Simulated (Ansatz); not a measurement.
**CH3 on the 1x1 (111) surface of fcc Pt, one in a 2x2 cell, started at the site 'top Pt'**

Calculation: PBE (plane waves to 420 eV, PAW; Ansatz, a program for electronic structure).

Slab: 20 atoms, 6.9 Å thick at the start under the adsorbate (thin: gaps and levels are the slab's own); k 6x6x1, smearing 0.1 eV, dipole-corrected; 8 atoms held, the rest relaxed; symmetry of the start imposed; spin-polarised, no spin-orbit, no U, no dispersion correction. The starting moment vanished. At the end it is bonded to Pt. In PBE it is, or lies within 0.03 eV of, the lowest of the starts that converged.

```json
{
 "adsorption energy against CH4(g) − ½ H2(g)": "0.48 eV",
 "work_function_of_the_top_face": "4.86 eV",
 "change_of_the_work_function": "-0.82 eV",
 "change_of_the_step_from_the_bottom_to_the_top_vacuum_level_against_the_clean_slab": "-0.80 eV",
 "energy_released_by_relaxation": "0.14 eV",
 "height of the binding atom over the mean of the host atoms within 0.3 Å of the top one": "2.239 Å",
 "magnetic_moment_of_the_cell": "0.00 μB",
 "nearest_host_atoms_of_the_binding_atom": "Pt at 2.07 Å, Pt at 3.62 Å, Pt at 3.62 Å",
 "largest_move_of_a_host_atom": "0.20 Å",
 "cost": "very roughly 9 core-minutes"
}
```

A negative adsorption energy means that the adsorbate is more stable on the surface than in its reference.
